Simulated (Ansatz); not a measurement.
Worked example: self-consistent single point of Na₂Cd (Fd-3m, 6 atoms in the cell) in Ansatz (a program for electronic structure).

Level of theory: revPBE-D3BJ-ATM, default PAW files made with PBE (plane waves; Ansatz).

```
Na2Cd
1.0
    0.00000     4.74750     4.74750
    4.74750     0.00000     4.74750
    4.74750     4.74750     0.00000
Na Cd
4 2
Direct
  0.12500   0.12500   0.12500
  0.62500   0.12500   0.12500
  0.12500   0.62500   0.12500
  0.12500   0.12500   0.62500
  0.75000   0.75000   0.75000
  0.50000   0.50000   0.50000
```

Reference input (self-consistent single point, DFT, PBE, plane waves, default PAW files): basis.ecutwfc = 30.9 Ry; kpoints.mp_grid.grid = 8 8 8; hamiltonian.xc = pbe; hamiltonian.pseudopotentials = {kind: paw} (the program's default PAW files); scf.occupations.method = cold; scf.occupations.width = 0.01 Ry. This run's input differs from it in these lines:

Ansatz 0.2 input:
```diff
@@ -17,3 +17,4 @@
 hamiltonian:
-  xc: pbe
+  xc: revpbe
+  dispersion: d3bjatm
   pseudopotentials: { kind: paw }
```

Output (repeated stretches shortened):

```
SCF iter   1: F=—  HF=-22475.708939 eV  |F-HF|=—  |Δ(HF+E_count)|=         —  Δρ=1.99e-3  dr2=1.38e-2  ethr=1.77e-3  ⟨swp⟩=8.1  Hψ=5087  notcnv=0
all-band conjugate gradients solve this SCF's bands
preconditioner: auto → Kerker (q_TF=auto, 2.296 Å⁻¹)
SCF iter   2: F=—  HF=-22475.706776 eV  |F-HF|=—  |Δ(HF+E_count)|=   2.16e-3  S|Δr|=    0.00e0  Δρ=8.77e-4  dr2=5.82e-3  ethr=1.81e-5  ⟨swp⟩=2.8  Hψ=2438  notcnv=0
   [... lines left out ...]
SCF iter   4: F=—  HF=-22475.705247 eV  |F-HF|=—  |Δ(HF+E_count)|=   2.34e-5  S|Δr|=    0.00e0  Δρ=6.69e-5  dr2=1.53e-5  ethr=3.51e-7  ⟨swp⟩=2.0  Hψ=1685  notcnv=0
SCF iter   5: F=—  HF=-22475.705182 eV  |F-HF|=—  |Δ(HF+E_count)|=   6.48e-5  S|Δr|=    0.00e0  Δρ=1.64e-5  dr2=6.68e-7  ethr=2.02e-8  ⟨swp⟩=3.0  Hψ=1785  notcnv=0
SCF iter   6: F=-22475.705182 eV  HF=-22475.705182 eV  |F-HF|=2.96e-8  |Δ(HF+E_count)|=   1.79e-8  S|Δr|=    0.00e0  Δρ=4.62e-6  dr2=5.23e-8  ethr=1.32e-10  ⟨swp⟩=8.8  Hψ=5581  notcnv=0
SCF 1 converged in 6 iterations: F = -22475.705182 eV  dr2 = 5.23e-8
Stability not checked (fill_not_monotonic)
Free energy (F): -22475.705182 eV
Internal energy: -22475.702464 eV  (E = F + TS)
E sigma→0 (E₀):  -22475.704276 eV
Entropy (-TS):   -0.002718 eV (-0.453 meV/atom)
Fermi energy:    3.933430 eV
--- Forces (eV/Å), atoms counted from 1 ---
  atom   1  Na     0.00000000     0.00000000     0.00000000
   [... zero for the other atoms too ...]
--- Stress (GPa, compression-positive) ---
       -1.871298       0.000000       0.000000
       -0.000000      -1.871298       0.000000
       -0.000000      -0.000000      -1.871298
  P = ⅓ Tr σ = -1.8713 GPa (-18.713 kbar)
  The stress holds the Pulay correction. Without it, at fixed plane waves, as pw.x and ABINIT print it: P = -1.8864 GPa
```

The run converged in 6 iterations. Against the reference run the pressure goes from -0.97 to -1.87 GPa.

The starting cell was generated: these elements placed on a structure prototype, without a prior relaxation; it need not be a known phase or ordering of this composition. Its lattice was rescaled by a random factor within 2.5 % of one. Ansatz's pressure includes its estimate of the finite-basis (Pulay) stress.
